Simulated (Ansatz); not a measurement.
Given:

```xyz
9
Lattice="3.8461 0.0000 0.0000 1.9230 3.3308 0.0000 0.0000 0.0000 22.8507" Properties=species:S:1:pos:R:3 pbc="T T T"
F      2.8845     0.5551     7.4952
Ca     0.9615    -0.5551     8.2935
F      4.8076     1.6654     9.0836
F      4.8076    -0.5551    10.6341
Ca     2.8845    -1.6654    11.4254
F      6.7306     0.5551    12.2167
F      6.7306    -1.6654    13.7672
Ca     4.8076    -2.7757    14.5572
F      8.6536    -0.5551    15.3556
```

No spin polarisation.

Calculations: r2SCAN (Ansatz, an electronic-structure program), without spin-orbit coupling. k-mesh 10×10×1 (Γ-centred); smearing 0.05 eV (Fermi–Dirac). The cell is a slab with vacuum along z.

Task: Predict the gap character, band gap and smallest direct gap.

Result: 
```json
{
  "gap_character": "indirect, M → Γ",
  "band_gap": "7.57 eV",
  "smallest_direct_gap": "7.78 eV"
}
```

Whether these cells are dynamically stable was not tested. The cell was made from CaF₂ in the fluorite structure (space group Fm-3m, No. 225) by this change: a free-standing slab of 3 layers (9 atoms, 3 a layer) is cut normal to [111], with 15 Å of vacuum and the in-plane cell held at bulk.
